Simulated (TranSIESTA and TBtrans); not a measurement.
Device: 1,4-phenylene held by thiolate S between the apex atoms of two Al(100) rods. Leads: fcc Al rod along [100], layers of 5 and 4 atoms, a = 4.04 Å. Geometry: as built, not relaxed. Transport runs along z; the first 18 and the last 18 of the 81 atoms are the lead cells, repeated to infinity.

```xyz
81
Lattice="14.213 0.000 0.000 0.000 14.213 0.000 0.000 0.000 40.327" Properties=species:S:1:pos:R:3 pbc="F F T"
Al     7.107     7.107     0.000
Al     9.963     7.107     0.000
Al     7.107     9.963     0.000
Al     4.250     7.107     0.000
Al     7.107     4.250     0.000
Al     8.535     8.535     2.020
Al     5.678     8.535     2.020
Al     8.535     5.678     2.020
Al     5.678     5.678     2.020
Al     7.107     7.107     4.040
Al     9.963     7.107     4.040
Al     7.107     9.963     4.040
Al     4.250     7.107     4.040
Al     7.107     4.250     4.040
Al     8.535     8.535     6.060
Al     5.678     8.535     6.060
Al     8.535     5.678     6.060
Al     5.678     5.678     6.060
Al     7.107     7.107     8.080
Al     9.963     7.107     8.080
Al     7.107     9.963     8.080
Al     4.250     7.107     8.080
Al     7.107     4.250     8.080
Al     8.535     8.535    10.100
Al     5.678     8.535    10.100
Al     8.535     5.678    10.100
Al     5.678     5.678    10.100
Al     7.107     7.107    12.120
Al     9.963     7.107    12.120
Al     7.107     9.963    12.120
Al     4.250     7.107    12.120
Al     7.107     4.250    12.120
Al     8.535     8.535    14.140
Al     5.678     8.535    14.140
Al     8.535     5.678    14.140
Al     5.678     5.678    14.140
Al     7.107     7.107    16.160
S      8.869     7.607    17.551
C      7.880     7.326    19.017
C      7.824     6.051    19.591
C      7.051     5.831    20.736
C      6.333     6.887    21.310
S      5.345     6.607    22.776
C      6.390     8.163    20.736
C      7.162     8.382    19.591
H      8.377     5.230    19.152
H      7.012     4.842    21.175
H      5.837     8.984    21.175
H      7.201     9.371    19.152
Al     7.107     7.107    24.167
Al     8.535     8.535    26.187
Al     5.678     8.535    26.187
Al     8.535     5.678    26.187
Al     5.678     5.678    26.187
Al     7.107     7.107    28.207
Al     9.963     7.107    28.207
Al     7.107     9.963    28.207
Al     4.250     7.107    28.207
Al     7.107     4.250    28.207
Al     8.535     8.535    30.227
Al     5.678     8.535    30.227
Al     8.535     5.678    30.227
Al     5.678     5.678    30.227
Al     7.107     7.107    32.247
Al     9.963     7.107    32.247
Al     7.107     9.963    32.247
Al     4.250     7.107    32.247
Al     7.107     4.250    32.247
Al     8.535     8.535    34.267
Al     5.678     8.535    34.267
Al     8.535     5.678    34.267
Al     5.678     5.678    34.267
Al     7.107     7.107    36.287
Al     9.963     7.107    36.287
Al     7.107     9.963    36.287
Al     4.250     7.107    36.287
Al     7.107     4.250    36.287
Al     8.535     8.535    38.307
Al     5.678     8.535    38.307
Al     8.535     5.678    38.307
Al     5.678     5.678    38.307
```

Run with TranSIESTA and TBtrans (open boundaries, self-consistent; PseudoDojo norm-conserving potentials, scalar-relativistic): PAO.BasisSize SZP, PAO.EnergyShift 0.15 eV, XC.Authors PBE, Mesh.Cutoff 150 Ry, ElectronicTemperature 300 K, TS.Voltage 0.0 eV, TBT.Elecs.Eta 0.001 eV, no spin polarisation.

Energies count from the leads' Fermi level. Transmissions are for one spin of a degenerate pair. The energy step is 0.02 eV; narrower resonances are cut or missed.

| E (eV) | T |
|---|---|
| -0.20 | 0.00175 |
| -0.16 | 0.00174 |
| -0.12 | 0.00188 |
| -0.08 | 0.00219 |
| -0.04 | 0.00278 |
| 0.00 | 0.00406 |
| 0.04 | 0.0104 |
| 0.08 | 0.0168 |
| 0.12 | 0.0200 |
| 0.16 | 0.0229 |
| 0.20 | 0.0258 |

Give the zero-bias conductance in μS and the resistance at 300 K.

At the Fermi level T = 0.00406. Averaged with −∂f/∂E over the full grid (kT = 25.9 meV) it is 0.00603, well away from the value at one energy, as T changes fast within a few kT. With G0 = 2e²/h = 77.48 μS, G = 0.467 μS and R = 1/G = 2140 kΩ.

Estimate the thermopower by Mott's formula S = −(π²/3)(kB²T/e) d ln T/dE from the rows at -0.04 and 0.04 eV.

d ln T/dE = 16.5 eV⁻¹ and (π²/3) kB²T/e = 7.33 μV/K · eV, so S = -120 μV/K; the full integral gives -100 μV/K. A negative sign means that T rises with energy over the thermal window.

Estimate the current at 0.3 V in linear response, and compare with the self-consistent run.

I = G V = 0.467 μS × 0.3 V = 0.140 μA; the self-consistent run gives 0.159 μA, 1.14 of it. Linear response leaves out the change of T over the bias window and the shift of levels under bias.

The leads' channel count changes near 0.03 eV, within the thermal window, so values at the Fermi level hang on where that band edge falls. Semilocal functionals put molecular levels too close to the Fermi level and tend to overestimate such conductances.
